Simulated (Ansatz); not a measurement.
## Quick settings and what they miss: YMgAu (P-62m, 9 atoms in the cell)

Self-consistent single point.

```
YMgAu
1.0
    7.44975     0.00000     0.00000
   -3.72487     6.45167     0.00000
    0.00000     0.00000     4.02617
Y Mg Au
3 3 3
Cartesian
  4.38127   0.00000   0.00000
  1.53424   2.65738   0.00000
 -2.19064   3.79429   0.00000
  1.82817   0.00000   2.01308
  2.81079   4.86843   2.01308
 -0.91408   1.58324   2.01308
  0.00000   4.30111   2.01308
  3.72488   2.15055   2.01308
  0.00000   0.00000   0.00000
```

Level of theory: PBEsol, PAW files made with PBE (plane waves; Ansatz, a program for electronic structure).

Base settings: basis.ecutwfc = 420 eV; kpoints.mp_grid.grid = 4 4 7; hamiltonian.xc = pbesol; hamiltonian.pseudopotentials = {kind: paw} (the program's default PAW files); scf.occupations.method = cold; scf.occupations.width = 0.136 eV.

Tight run (finer mesh or higher cutoff; not a proven limit): basis.ecutwfc: 420 eV → 590 eV; kpoints.mp_grid.grid: 4 4 7 → 6 6 10; scf.convergence.dr2_threshold: default (1e-07 eV) → 1e-09 eV. It gave Fermi level (on the code's own zero) 12.42 eV; pressure 2.08 GPa; largest force (vector length) 0.070 eV/Å.

Quick runs, as changes from the base:
- A: the base itself
- B: basis.ecutwfc: 420 eV → 295 eV; kpoints.mp_grid.grid: 4 4 7 → 4 4 4
- C: basis.ecutwfc: 420 eV → 210 eV; kpoints.mp_grid.grid: 4 4 7 → 2 2 2; scf.occupations.method: cold → fermi_dirac; scf.occupations.width: 0.136 eV → 0.5 eV
- D: basis.ecutwfc: 420 eV → 335 eV; kpoints.mp_grid.grid: 4 4 7 → 6 6 6; hamiltonian.xc: pbesol → lda; scf.occupations.method: cold → methfessel_paxton; scf.occupations.width: 0.136 eV → 0.5 eV [LDA (PW92)]
- E: basis.ecutwfc: 420 eV → 335 eV; kpoints.mp_grid.grid: 4 4 7 → 2 2 2; hamiltonian.xc: pbesol → lda; scf.occupations.method: cold → methfessel_paxton; scf.occupations.width: 0.136 eV → 0.272 eV [LDA (PW92)]

Energies are extrapolated to zero smearing width, which holds to low order in the width alone.

Dashes: energy of D, E, another energy zero.

† marks runs with another functional, U, potentials or spin treatment: their distance from the tight run is not a convergence error alone.

The count of work is k-points × plane waves × bands × iterations; it is no time. 

Pressures in the table are Ansatz's without its Pulay estimate, at a fixed set of plane waves; the tight run's value above holds the estimate.

The starting cell comes from a database of computed structures (which also holds hypothetical and non-ambient phases and stackings), without a prior relaxation at this level. Its lattice was rescaled by a random factor within 2.5 % of one.

```tsv
run	energy less tight (meV/atom)	pressure less tight (GPa)	largest miss in a force vector (eV/Å)	count of work / tight
A	2.7	-0.05	0.080	0.19
B	50.5	-4.49	0.030	0.085
C	2516.3	-104.82	0.105	0.019
D†	–	-3.29	0.034	0.25
E†	–	-4.12	0.163	0.037
```

Among the runs at the tight run's level, the energy misses run from 2.7 to 2516.3 meV/atom.

Left out of this page: 1 run of the series unsound by tests on forces, stress, charge or solver warnings.

Keys are those of Ansatz 0.2.
